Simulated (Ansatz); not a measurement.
SiH3 on the 1x1 (101) surface of tetragonal HfO2 (a metastable polymorph) (cut with top plane O), one in a 2x1 cell, energies for each (46.0 Å²). Energies are against SiH4(g) − ½ H2(g), without zero-point or thermal terms; each row is named by its start. No converged result for: 4 more starts.

Host crystal: tetragonal HfO2, with a band gap (PBE, scalar-relativistic without spin-orbit coupling).

These are PBE (plane waves to 420 eV, PAW; Ansatz, a program for electronic structure) values and carry that method's errors.

Slab: 40 atoms, 7.6 Å thick at the start under the adsorbate (thin: gaps and levels are the slab's own); k 3x3x1, smearing 0.01 eV, dipole-corrected; 16 atoms held, the rest relaxed; each run with such symmetry as its start has; spin-polarised, no spin-orbit, no U, no dispersion correction.

A negative adsorption energy means that the adsorbate is more stable on the surface than in its reference. Starts that drift may end in the same place. Heights count from the host atoms within 0.3 Å of the top one.

```csv
starting site,E_ads (eV),height (Å),nearest host atom (Å),bonded to,change of the vacuum step (eV),lateral drift (Å),moment (μB)
top O,0.66,1.67,O 1.69,O,0.08,0.2,1.0
top Hf (the adsorbate broke or entered a bond of the host),0.58,1.03,O 1.70,Hf + O,0.18,2.4,1.0
over O at depth 1.5 Å,0.65,1.21,O 1.72,2 Hf + O,0.22,1.3,1.0
hollow Hf-Hf-O-O-O over O at depth 1.8 Å (the adsorbate broke or entered a bond of the host),0.58,1.03,O 1.70,Hf + O,0.17,1.7,1.0
bridge O-O (span 4.0 Å) (the adsorbate broke or entered a bond of the host),0.58,1.03,O 1.71,Hf + O,0.17,1.4,1.0
```
